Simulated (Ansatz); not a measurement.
Here is the system:

```
TiC
1.0
    3.03990     0.00000     0.00000
    0.00000     3.03990     0.00000
    1.51995    -1.51995     2.17161
C Ti
1 1
Direct
  0.00000   0.00000   0.00000
  0.50000   0.50000   0.00000
```

No spin polarisation.

Level of theory: plane-wave PAW DFT at the r2SCAN level (Ansatz, a program for electronic structure, 500 eV), no SOC, earlier PAW set. Settings: 23×23×23 k-points, 0.1 eV Fermi–Dirac smearing.

Problem. Predict the space group.

Solution. I4/mmm (No. 139).

Problem. Estimate the band gap.

Solution. Zero.

Problem. What is the computed mean in-plane stress (compression positive)?

Solution. +4.2 GPa.

The cells carry an imposed strain or load. Stability against distortions was not tested. The final runs are not spin-polarised. The cell was made from TiC in the rock salt structure (space group Fm-3m, No. 225) by this change: biaxial strain −0.68 %, plane normal [001], relaxed out of plane.
